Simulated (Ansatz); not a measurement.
A computed series for HfSi2: response to strain

Consider HfSi₂ (space group Cmcm, No. 63; a = 3.6503 Å, b = 14.3497 Å, c = 3.6352 Å). Axes: x, y, z lie along a, b, c of the conventional cell.

Strains are applied to the cell and any free atomic positions relax; under biaxial strain the out-of-plane vector relaxes too.

Computed with Ansatz (a first-principles code) PBEsol, without spin-orbit coupling.

Candidates:
(a) uniaxial strain ε_xx = +0.65 %
(b) biaxial strain −3.18 %, plane normal [001], relaxed out of plane
(c) isotropic strain +4.33 %
(d) uniaxial strain ε_yy = +3.10 %
(e) biaxial strain +2.12 %, plane normal [001], relaxed out of plane

Notes on the quantities. energy relative to the base: free energy F.

Q: Order them by energy relative to the base, lowest first.

A: (a) uniaxial strain ε_xx = +0.65 % (+0.5 meV/atom), (d) uniaxial strain ε_yy = +3.10 % (+8.7 meV/atom), (e) biaxial strain +2.12 %, plane normal [001], relaxed out of plane (+11 meV/atom), (b) biaxial strain −3.18 %, plane normal [001], relaxed out of plane (+27 meV/atom), (c) isotropic strain +4.33 % (+103 meV/atom)

Without a gap, meshes like the base's 13×13×13 leave anisotropic stresses uncertain by several tenths of a GPa, and small strain energies with them. Whether these cells are dynamically stable was not tested. The final runs are not spin-polarised.
